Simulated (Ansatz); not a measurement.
Start from GaN in the wurtzite structure (space group P6_3mc, No. 186; a = 3.183 Å, c = 5.185 Å).

Method: PBEsol/PAW in Ansatz (a first-principles code), no SOC.

Carriers are added at fixed cell with a uniform background; the Fermi–Dirac width is that of 300 K.

One change was made to it. Results:

| quantity | base | after |
|---|---|---|
| gap between the host's bands | 1.88 eV | 1.77 eV |
| Fermi level relative to the doped band's edge (positive inside the band; to 0.05 eV) | – | +2.35 eV |
| gap character | direct at Γ | direct at Γ |

What was done to the base?
A) holes 1.5×10^21 cm⁻³
B) electrons 7.0×10^21 cm⁻³
C) holes 1.0×10^22 cm⁻³
D) holes 5.0×10^21 cm⁻³
E) electrons 1.5×10^21 cm⁻³

B, electrons 7.0×10^21 cm⁻³. For comparison, the Fermi level from band edge in the other runs: electrons 1.5×10^21 cm⁻³ gives +1.45 eV; holes 5.0×10^21 cm⁻³ gives +0.40 eV; holes 1.5×10^21 cm⁻³ gives +0.20 eV; holes 1.0×10^22 cm⁻³ gives +0.55 eV.

Carriers are added with a uniform compensating background; total energy and stress of such cells depend on the potential's zero and are not compared; many-body gap narrowing is missing at this level. No phonon test of stability was made.
